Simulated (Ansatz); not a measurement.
InP: thickness series

The parent structure is InP in the wurtzite structure (space group P6_3mc, No. 186; a = 4.169 Å, c = 6.846 Å; a model cell, its experimental status unchecked). Axes: x lies along a and z along c of the hexagonal cell.

Free-standing slabs (4 atom(s) a layer) normal to the y axis with 15 Å of vacuum; in-plane cell held at bulk.

Level of theory: r2SCAN, PAW, 500 eV (Ansatz, a first-principles code; no spin-orbit coupling), earlier PAW set.

Base values:

- Band gap: 1.09 eV

The aim is a band gap between 1.45 eV and 1.62 eV. Which of these changes reaches it?
A. 3 layers
B. 4 layers
C. 2 layers
D. 1 layer

C, 2 layers. It gives 1.53 eV; 1 layer gives 2.09 eV; 3 layers gives 1.37 eV; 4 layers gives 1.28 eV. Changes not listed may reach it too

Whether these cells are dynamically stable was not tested. This is not the structure that InP has at room temperature and ambient pressure.
